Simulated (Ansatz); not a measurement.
The starting structures come from a database of crystals and need not be the phases stable at ambient conditions.

Evanescent states of CsLiBr₂ (P4/nmm, not sure to be the ambient phase, 8 atoms a cell, 33.3 Å³ an atom) along the normal of (100)

The numbers are results of r2SCAN (plane waves, PAW; Ansatz, a program for electronic structure), not measurements.

No gap correction and no spin-orbit coupling; mid-gap values are interpolated between computed energies.

Energies count from the valence-band top; κ is the least over a 6×4 mesh across the current.

```
E (eV)  κ (1/Å)  where
------  -------  -----
0.12      0.133  off Γ
0.34      0.223  off Γ
0.57      0.280  off Γ
0.81      0.322  off Γ
1.03      0.356  off Γ
1.26      0.371      Γ
1.50      0.379      Γ
1.73      0.384      Γ
1.96      0.385      Γ
2.19      0.384      Γ
2.42      0.380      Γ
2.65      0.374      Γ
2.88      0.365      Γ
3.10      0.354      Γ
3.33      0.340      Γ
3.56      0.322      Γ
3.79      0.302      Γ
4.03      0.277      Γ
4.25      0.247      Γ
4.49      0.209      Γ
4.71      0.157      Γ
4.95      0.063      Γ
```

Q: How thick must the barrier be to attenuate the transmission by 10^4 when the electrodes' Fermi level lies at 3.56 eV, and what attenuation does that film give at 3.79 eV?

A: d = 4 ln 10 / (2 × 0.322) = 14.3 Å. At 3.79 eV it gives 4 × 0.302/0.322 = 3.8 decades.
